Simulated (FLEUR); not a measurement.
Input and output of a self-consistent single point for SnSeS (P3m1, 3 atoms in the cell) (FLEUR).

Method of the run: LDA (Vosko-Wilk-Nusair), all-electron FLAPW (FLEUR), scalar-relativistic valence in FLEUR.

The change in words: lattice scaled by 0.98. Reference geometry:
```
CELL_PARAMETERS angstrom
      3.82713     0.00000     0.00000
     -1.91357     3.31439     0.00000
      0.00000     0.00000     6.47731
ATOMIC_POSITIONS crystal
  Sn 0.33333 0.66667 0.00765
  Se 0.00000 0.00000 0.75771
  S  0.66667 0.33333 0.23464
```

Reference input (self-consistent single point, DFT, LDA (Vosko-Wilk-Nusair), all-electron FLAPW (FLEUR), scalar-relativistic valence): Kmax = 4.4 1/bohr; GmaxXC = 17.6 1/bohr; xcFunctional = vwn; jspins = 1; l_soc = F; mode = hist; fermiSmearingEnergy = 0.0001 Htr; mesh (inpgen div1-3) = 8 8 4; inpgen gamma flag = true; Gmax = 17.6 1/bohr; numbands = 0; maxIterBroyd = 15. This run's input differs from it in these lines:

```diff
@@ -3,5 +3,5 @@
 &input film=f /
-7.2322307384 0.0000001356 0.0000000000
--3.6161154866 6.2632954777 0.0000000000
-0.0000000000 0.0000000000 12.2403419243
+7.0875856307 0.0000005618 0.0000000000
+-3.5437933019 6.1380289268 0.0000000000
+0.0000000000 0.0000000000 11.9955354638
 1.0
@@ -45,5 +45,5 @@
          <bravaisMatrix>
-            <row-1>    7.2322307384000002     0.0000001356000000     0.0000000000000000</row-1>
-            <row-2>   -3.6161154866000000     6.2632954776999998     0.0000000000000000</row-2>
-            <row-3>    0.0000000000000000     0.0000000000000000    12.2403419242999991</row-3>
+            <row-1>    7.0875856306999996     0.0000005618000000     0.0000000000000000</row-1>
+            <row-2>   -3.5437933019000001     6.1380289267999997     0.0000000000000000</row-2>
+            <row-3>    0.0000000000000000     0.0000000000000000    11.9955354637999996</row-3>
          </bravaisMatrix>
```

Output, abridged:

```
 Iteration:     1   Distance:       6.16155688 me/bohr^3
 Iteration:     2   Distance:       5.59675696 me/bohr^3
 Iteration:     3   Distance:       3.04099913 me/bohr^3
 Iteration:     4   Distance:       1.08961561 me/bohr^3
 Iteration:     5   Distance:       0.83275953 me/bohr^3
   [... 10 lines left out ...]
 Iteration:    16   Distance:       0.00011147 me/bohr^3
 Iteration:    17   Distance:       0.00006292 me/bohr^3
 Iteration:    18   Distance:       0.00002768 me/bohr^3
 Iteration:    19   Distance:       0.00000390 me/bohr^3
 Reset of history
 Run finished successfully
 Stop message:
   Structural relaxation: new displacements generated

[file out, last iteration]
             iter=     20
[...]
          total density-effective poten   -1.4738865143E+04
          total charge density-energy d   -2.6929565071E+02
 Updated energy parameters for spin:           1
[...]
 fermi energy and band-weighting factors:

[...]
FERMIE:
          first approx. to ef    (T=0)  :   0.167032 htr   (energy of the highest occ. eigenvalue)
          number of occ. states  (T=0)  :        630
          first approx. to seigv (T=0)  : -21.886027 htr
          sum of weights of occ. states :  18.000000
          sum of semicore charge        :   0.000000 e
FERHIS:  Fermi-Energy by histogram:
          bandgap                     :   0.034300 htr
   [... lines left out ...]
          charge neutrality (T=0)     :   0.000000    (zero if the highest occ. eigenvalue is "entirely" occupied)
 Direct bandgap for spin            1 :    4.4139861089023624E-002  Htr
 ---->    free energy=                     -8998.9836945320 htr
   [... lines left out ...]
 TOTAL FORCE FOR ATOM TYPE=  1  X=  3.544   Y= -2.046   Z=  0.092
                       FX_TOT= 0.000000 FY_TOT= 0.000000 FZ_TOT= 0.005819
 TOTAL FORCE FOR ATOM TYPE=  2  X=  0.000   Y=  0.000   Z= -2.906
                       FX_TOT= 0.000000 FY_TOT= 0.000000 FZ_TOT=-0.005530
 TOTAL FORCE FOR ATOM TYPE=  3  X= -3.544   Y=  2.046   Z=  2.815
                       FX_TOT= 0.000000 FY_TOT= 0.000000 FZ_TOT=-0.000217
```

The run converged in 19 iterations. FLEUR gives forces in its relaxation mode, with a further iteration, so its stop message speaks of a relaxation. 

The starting cell comes from a database of computed structures (which also holds hypothetical and non-ambient phases and stackings), without a prior relaxation at this level. Its lattice was rescaled by a random factor within 2.5 % of one. For this run, on top of that: lattice scaled by 0.98. Values depend on the basis (sphere radii, cutoffs, local orbitals), which need not be converged.

These are the values that this program gave, and no reference: the default basis lacks the next d shell.

Cost on one core of a shared machine: roughly 5 min.
